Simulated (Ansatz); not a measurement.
Consider ZnAu in the CsCl type structure (space group Pm-3m, No. 221; a = 3.129 Å; relaxed with 0.1 eV smearing). Axes: x, y, z lie along the cube axes.

All numbers come from Kohn–Sham DFT with the PBEsol functional, run in Ansatz (an electronic-structure program) with PAW and 420 eV plane waves, scalar-relativistic without spin-orbit coupling.

Before the change:

The volume per atom comes out as 15.31 Å³ and the pressure is 0.0 GPa.

Perturbation: biaxial strain +0.42 %, plane normal [111], relaxed out of plane (Cartesian); in-plane vectors clamped, the third vector and the atoms free.

Task: What does the calculation give for the volume per atom after the change?

Result: The volume per atom goes up by 0.07 Å³ to 15.38 Å³.

Task: Estimate the effect on the pressure.

Result: The pressure (mean of the normal stresses, compression positive) goes from zero to -0.6 GPa.

No phonon test of stability was made.
